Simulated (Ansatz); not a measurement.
ZnS (F-43m) under biaxial stress xx = yy (compression positive): electron conductivity mass by PBEsol with spin-orbit coupling, rigid bands (plane waves, PAW; Ansatz, a first-principles code). The unloaded cell, whose axes the loads refer to:

```xyz
2
Lattice="0.0000 2.6782 2.6782 2.6782 0.0000 2.6782 2.6782 2.6782 0.0000" Properties=species:S:1:pos:R:3 pbc="T T T"
Zn     0.0000     0.0000     0.0000
S      1.3391     1.3391     1.3391
```

```csv
biaxial stress xx = yy (compression positive) (GPa),volume per atom (Å³),electron conductivity mass (mₑ)
-2,19.53,0.175
-1,19.37,?
0,19.21,0.179
1,19.05,0.181
2,18.89,0.182
```

Question: Fit a straight line to ln(electron conductivity mass) against the load over the rows given, and predict the row at -1 GPa.

Answer: The means are x̄ = 0.250 GPa and ȳ = -1.7191; Σ(x − x̄)(y − ȳ) = 0.08827 and Σ(x − x̄)² = 8.750, so the slope is 1.01 % per GPa, and the rows given lie within 0.23 % of the line. At -1 GPa the line gives 0.177 mₑ; the calculation gives 0.177 mₑ, 0.0091 % from it.

Masses are for dilute carriers at 300 K, harmonic means over directions unless an axis is named. Stresses and pressures are the targets of the relaxation. The structure type is held at every load. Geometry: cell and atoms relaxed with PBEsol.
